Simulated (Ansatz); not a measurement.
**Ir, pressure series**

The parent structure is Ir in the fcc (Cu type) structure (space group Fm-3m, No. 225).

```
Ir
1.0
    0.00000     1.93527     1.93527
    1.93527     0.00000     1.93527
    1.93527     1.93527     0.00000
Ir
1
Direct
  0.00000   0.00000   0.00000
```

Cell and atoms are relaxed at each pressure.

Level of theory: PBE (Ansatz, a quantum-chemistry and plane-wave program), no SOC, earlier PAW set.

Notes on the quantities. enthalpy: H = E + PV relative to the base's energy.

```csv
variant,enthalpy,volume per atom
base,–,14.50 Å³
pressure −2 GPa,-0.18 eV/atom,14.58 Å³
pressure −1 GPa,-0.09 eV/atom,14.54 Å³
pressure 1.8 GPa,+0.16 eV/atom,14.42 Å³
pressure 4.2 GPa,+0.38 eV/atom,14.33 Å³
pressure 9 GPa,+0.80 eV/atom,14.15 Å³
pressure 18 GPa,+1.59 eV/atom,[?]
pressure 30 GPa,+2.61 eV/atom,[?]
pressure 45 GPa,+3.86 eV/atom,13.11 Å³
pressure 60 GPa,+5.07 eV/atom,12.78 Å³
```

Problem. What belongs in the blanks?

Solution. 
- pressure 18 GPa, volume per atom: 13.84 Å³
- pressure 30 GPa, volume per atom: 13.49 Å³

Load acts through the strain it causes; cell and atoms are relaxed under it. Stability against distortions was not tested. Competing high-pressure phases were not computed. The final runs are not spin-polarised.
